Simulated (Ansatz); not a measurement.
Abridged Ansatz (a first-principles code) output:

```
Pseudopotential: Sr, paw, valence charge 10
Pseudopotential: Ba, paw, valence charge 10
Crystal: 4 atoms, lattice volume = 211.217 Å³
Basis set: ecut = 420 eV, 4167 PW (Γ), exchange–correlation on 90×90×64 points (8 copies of the dense FFT grid, shifted against one another)
Bands: 24, of which v1, the nominal top of the filled ones, is band 20 counted from 1 (19 counted from 0)
Symmetry: 16 space group operations
k-points: 60 of 490
Functional: x = pbesol(κ = 0.804, μ = 0.12345679012345678), c = pbesol(β = 0.046)
SCF iter   1: F=—  HF=-16339.574907 eV  |F-HF|=—  |Δ(HF+E_count)|=         —  Δρ=7.30e-3  dr2=6.44e-1  ethr=3.10e-3  ⟨swp⟩=10.2  Hψ=8327  notcnv=0
SCF iter   2: F=—  HF=-16339.508428 eV  |F-HF|=—  |Δ(HF+E_count)|=   6.65e-2  Δρ=4.59e-3  dr2=2.57e-1  ethr=1.61e-3  ⟨swp⟩=1.1  Hψ=1928  notcnv=0
SCF 1 converged in 9 iterations: F = -16339.469472 eV  dr2 = 6.62e-11
SCF converged after 9 iterations
Free energy (F): -16339.469472 eV
Internal energy: -16339.434167 eV  (E = F + TS)
E sigma→0 (E₀):  -16339.451820 eV
Entropy (-TS):   -0.035305 eV (-8.826 meV/atom)
Fermi energy:    5.728777 eV
--- Forces (eV/Å), atoms counted from 1 ---
  atom   1  Sr     0.00000000     0.00000000     0.00000000
  atom   2  Ba     0.00000000     0.00000000     0.00000000
  atom   3  Sr     0.00000000     0.00000000     0.00000000
  atom   4  Sr    -0.00000000     0.00000000     0.00000000
--- Stress (GPa, compression-positive) ---
        0.013382       0.000000       0.000000
        0.000000       0.013382       0.000000
        0.000000       0.000000       0.006316
  P = ⅓ Tr σ = 0.0110 GPa (0.110 kbar)
```

Question: What was computed, and what are the main results?

Answer: BaSr3, 4 atoms in the cell, with plane-wave PAW DFT at the PBEsol level (Ansatz, 420 eV), no SOC, earlier PAW set. The last SCF converged to F = -16339.469472 eV, or -4084.8674 eV per atom, at a pressure of 0.01 GPa. The total energy compares only with runs of the same code, potentials and settings.

These are small ordered cells, not random alloys; other orderings at the same x differ. No phonon test of stability was made. The cell was made from Ba by this change: x(Sr) = 0.75, 4 atoms, P4/mmm.
